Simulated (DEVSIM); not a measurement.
Device: Si p+/n-/n+ power diode, at 350 K.

| layer (left to right) | material | thickness (μm) | Nd (cm⁻³) | Na (cm⁻³) | τn (s) | τp (s) |
|---|---|---|---|---|---|---|
| 1 | Si | 1.40 | - | 1.7e18 | 1.9e-6 | 1.9e-6 |
| 2 | Si | 20.0 | 1.5e16 | - | 1.9e-6 | 1.9e-6 |
| 3 | Si | 2.60 | 3.9e18 | - | 1.9e-6 | 1.9e-6 |

Left contact: ohmic. Right contact: ohmic. Voltage is applied to the left contact. Recombination: SRH at mid-gap, radiative, Auger. Gap narrowing is on: ΔEg = 6.92 meV × (l + √(l² + 0.5)), l = ln(N/1.3e17 cm⁻³), shared equally by both band edges. Mobility is μmin + (μ − μmin)/(1 + (N/Nref)^α).

This is a model device: material constants are rounded textbook-type values typed into the input, and sizes, dopings and lifetimes were drawn at random. Values at 300 K; Nc and Nv go as T^1.5, mobilities as T to minus their exponent, the gap by Varshni's rule with the affinity fixed.

```tsv
parameter	Si
gap (eV)	1.124
affinity (eV)	4.05
permittivity	11.7
Nc (cm⁻³)	2.86e19
Nv (cm⁻³)	3.1e19
μn (cm²/Vs)	1417
μp (cm²/Vs)	470
μn,min	52
μp,min	45
Nref,n	9.7e16
Nref,p	2.2e17
αn	0.68
αp	0.72
T exponent of μn	2.3
T exponent of μp	2.2
B (cm³/s)	4.7e-15
Cn (cm⁶/s)	2.8e-31
Cp (cm⁶/s)	9.9e-32
Varshni α (eV/K)	0.000473
Varshni β (K)	636
```

Simulated with DEVSIM: 1D drift-diffusion, Boltzmann statistics, complete ionisation; no tunnelling, impact ionisation, image-force lowering or self-heating.

The thickness of layer 1 was swept, all else fixed.

| thickness of layer 1 (μm) | dark forward voltage at 1 A/cm² (V) | dark forward voltage at 100 A/cm² (V) |
|---|---|---|
| 0.28 | 0.557 | 0.725 |
| 0.49 | 0.571 | 0.736 |
| 0.84 | 0.583 | 0.746 |
| 1.4 | 0.593 | 0.756 |
| 2.4 | 0.601 | 0.767 |
| 4.2 | 0.608 | 0.777 |
| 7 | 0.613 | 0.786 |

From the first row to the last the dark forward voltage at 1 A/cm² goes from 0.557 to 0.613. From the first row to the last the dark forward voltage at 100 A/cm² goes from 0.725 to 0.786.
